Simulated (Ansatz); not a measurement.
Take VN in the rock salt structure (space group Fm-3m, No. 225; a = 4.073 Å) as the base. Axes: x, y, z lie along the cube axes.

Level of theory: Kohn–Sham DFT with the PBEsol functional, run in Ansatz (an electronic-structure program) with PAW and 420 eV plane waves, no spin-orbit coupling.

For the base:

```
Property    Value
--------  -------
Pressure  0.0 GPa
```

One thing is altered: tensile biaxial strain of 2.29 % in the plane normal to [001], as in epitaxy on a mismatched substrate; the out-of-plane cell vector and the atoms relax.

**Question.** What does the calculation give for the energy relative to the base and pressure after the change?

**Answer.** The energy increases by 20 meV/atom; the pressure (mean of the normal stresses, compression positive) goes from zero to -10.1 GPa.

Without a gap, meshes like the base's 20×20×20 leave anisotropic stresses uncertain by several tenths of a GPa, and small strain energies with them. Whether these cells are dynamically stable was not tested. Starting moments died away, wholly or in part, for the base; another magnetic solution may exist. All final runs are without spin polarisation.
